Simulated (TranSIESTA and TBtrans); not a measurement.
Device: Cu chain bridged by a linear H2 unit along the axis. Leads: straight Cu chain, spacing 2.3 Å. Geometry: 4 atoms about the centre moved by SIESTA (PBE, DZP) to a largest force of 0.01 eV/Å, all others as built, motion along the axis alone. Transport runs along z; the first 6 and the last 6 of the 22 atoms are the lead cells, repeated to infinity.

```xyz
22
Lattice="9.000 0.000 0.000 0.000 9.000 0.000 0.000 0.000 47.850" Properties=species:S:1:pos:R:3 pbc="F F T"
Cu     4.500     4.500     0.000
Cu     4.500     4.500     2.300
Cu     4.500     4.500     4.600
Cu     4.500     4.500     6.900
Cu     4.500     4.500     9.200
Cu     4.500     4.500    11.500
Cu     4.500     4.500    13.800
Cu     4.500     4.500    16.100
Cu     4.500     4.500    18.400
Cu     4.500     4.500    20.663
H      4.500     4.500    22.277
H      4.500     4.500    23.271
Cu     4.500     4.500    24.891
Cu     4.500     4.500    27.150
Cu     4.500     4.500    29.450
Cu     4.500     4.500    31.750
Cu     4.500     4.500    34.050
Cu     4.500     4.500    36.350
Cu     4.500     4.500    38.650
Cu     4.500     4.500    40.950
Cu     4.500     4.500    43.250
Cu     4.500     4.500    45.550
```

Run with TranSIESTA and TBtrans (open boundaries, self-consistent; PseudoDojo norm-conserving potentials, scalar-relativistic): PAO.BasisSize DZP, PAO.EnergyShift 0.15 eV, XC.Authors PBE, Mesh.Cutoff 200 Ry, ElectronicTemperature 300 K, TS.Voltage 0.0 eV, TBT.Elecs.Eta 0.001 eV, no spin polarisation.

Energies count from the leads' Fermi level. Transmissions are for one spin of a degenerate pair. The energy step is 0.01 eV; narrower resonances are cut or missed.

| E (eV) | T |
|---|---|
| -0.20 | 0.914 |
| -0.15 | 0.912 |
| -0.10 | 0.938 |
| -0.05 | 0.709 |
| 0.00 | 0.669 |
| 0.05 | 0.671 |
| 0.10 | 0.684 |
| 0.15 | 0.702 |
| 0.20 | 0.721 |

Task: Give the zero-bias conductance in μS and the resistance at 300 K.

Result: At the Fermi level T = 0.669. Averaged with −∂f/∂E over the full grid (kT = 25.9 meV) it is 0.691. With G0 = 2e²/h = 77.48 μS, G = 53.5 μS and R = 1/G = 18.7 kΩ.

Task: The eigenchannels at the Fermi level transmit 0.669. What Fano factor of the shot noise follows at low temperature and bias?

Result: F = Σ τ(1 − τ)/Σ τ = 0.221/0.669 = 0.33.

The leads' channel count changes near -0.01 eV, within the thermal window, so values at the Fermi level hang on where that band edge falls. The straight chain is held at its spacing; free chains may zigzag or dimerise. No spin-polarised start was tried, so a magnetic state, if there is one, is missed.
